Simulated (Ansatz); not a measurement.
Functionals compared on a constructed model of the (0001) surface of hcp Os, a pseudomorphic layer of Sn in the host's stacking (bottom of the slab: a bare face, its two planes held), in Ansatz (plane waves, PAW). The structure was relaxed with PBE; the other rows are single points on it. Cutoff 420 eV (500 eV for r2SCAN).

Slab: 7 atoms, 13.4 Å thick at the start; k 16x16x1, smearing 0.1 eV, dipole-corrected; 2 atoms held, the rest relaxed; symmetry of the start imposed; no spin, no spin-orbit, no U. It is one candidate, not shown to be the stable structure of the face. These notes are the PBE run's.

```csv
functional,work function of the top face (eV),rough cost of the single point
PBE,3.58,–
RPBE,…,very roughly 30 core-seconds
r2SCAN,3.66,about 50 core-seconds (a rough figure)
```

### Question
Fill in the missing entries.

### Answer

- RPBE, work function of the top face (eV): 3.46

Ansatz is an electronic-structure program.
